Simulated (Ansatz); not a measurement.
## Ba₂TiO₄ (P4/mmm, No. 123, 7 atoms in the cell; start mp-36194; a measured phase of this formula has another space group)

Computed with LDA (Ansatz, a quantum-chemistry and plane-wave program, plane waves, PAW).

Settings: plane-wave cutoff 520 eV, 10×10×4 k mesh (along the axes of the cell as run), Fermi–Dirac smearing 0.01 eV, no spin polarisation, scalar-relativistic PAW data made under PBE.

Cell (relaxed with PBEsol):

```xyz
7
Lattice="3.9170 0.0000 0.0000 0.0000 3.9170 0.0000 0.0000 0.0000 11.2060" Properties=species:S:1:pos:R:3 pbc="T T T"
Ba     0.0000     0.0000     7.5424
Ba     0.0000     0.0000     3.6636
Ti     1.9585     1.9585     5.6030
O      0.0000     1.9585     5.6030
O      1.9585     0.0000     5.6030
O      1.9585     1.9585     7.5653
O      1.9585     1.9585     3.6407
```

```yaml
band_gap: 1.92 eV
smallest_direct_gap_on_the_k_points_sampled: 1.94 eV
```

Note: cell and atoms aren't relaxed at this level (largest force component 0.27 eV/Å, pressure -2.3 GPa).

Spin–orbit coupling is not included.

Computed values are for the static lattice.

A start named mp-… is a Materials Project structure, which need not be a measured phase.
